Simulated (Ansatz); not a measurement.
## ZnS under a change: S → Se

Consider ZnS in the zinc blende structure (space group F-43m, No. 216; a = 5.357 Å).

Now apply this change: full substitution S → Se; the structure is relaxed again.

Level of theory: PBEsol/PAW in Ansatz (a program for electronic structure), scalar-relativistic without spin-orbit coupling, earlier PAW set. Settings: 10×10×10 k-points, 0.05 eV Fermi–Dirac smearing, for the changed cell.

The volume per atom goes up by 3.135 Å³ to 22.35 Å³ and the density rises by 1.15 g/cm³ (4.21 g/cm³ → 5.36 g/cm³). The lattice parameter a grows by 0.523 bohr, from 10.123 bohr to 10.646 bohr and the space group remains F-43m (No. 216). The shortest interatomic distance increases by 0.227 bohr to 4.610 bohr and the band gap decreases by 0.85 eV to 1.23 eV. The gap character is still direct at Γ and the width of the top valence band falls by 0.07 eV (2.86 eV → 2.79 eV). The electron mass becomes 0.091 mₑ (at Γ) (base: 0.17 mₑ (at Γ)).

Final structure:

```xyz
2
Lattice="0.0000 2.8169 2.8169 2.8169 0.0000 2.8169 2.8169 2.8169 0.0000" Properties=species:S:1:pos:R:3 pbc="T T T"
Se     4.2253     4.2253     4.2253
Zn     0.0000     0.0000     0.0000
```

Masses are band curvatures over ±0.01 Å⁻¹ around the edge. Whether these cells are dynamically stable was not tested.
